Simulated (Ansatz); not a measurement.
The starting structures come from a database of crystals and need not be the phases stable at ambient conditions.

 Where the default PAW files enter, the runs use the earlier of Ansatz's two default sets.

Input:

```
CELL_PARAMETERS angstrom
      5.96449     0.00000     0.00000
      0.00000     6.55340     0.00000
      2.98224    -3.27670     3.27670
ATOMIC_POSITIONS crystal
  Hf 0.00000 0.00000 0.00000
  Hf 0.75000 0.50000 0.00000
  Si 0.25000 0.50000 0.00000
  Si 0.50000 0.00000 0.00000
  O  0.68080 0.81489 0.00000
  O  0.24569 0.68511 0.37022
  O  0.68080 0.18511 0.00000
  O  0.61591 0.31489 0.62978
  O  0.06920 0.68511 0.00000
  O  0.13409 0.18511 0.37022
  O  0.06920 0.31489 0.00000
  O  0.50431 0.81489 0.62978
```

Space group of this cell: I4_1/amd. The cell is taken as given; by PBEsol its mean pressure is 2.3 GPa.

Transport runs along the normal of the first two printed cell vectors, the (100) plane of the conventional cell.

The gap is the functional's own, uncorrected, and κ follows it; spin-orbit coupling is left out. Mid-gap values are interpolated between the computed energies.

Task: Give the band gap and the smallest decay constant κ at mid-gap that PBEsol (Ansatz, a program for electronic structure) yields.

Result: Gap 5.41 eV on a 10×10×10 mesh; κ = 0.393 1/Å, at the zone centre.
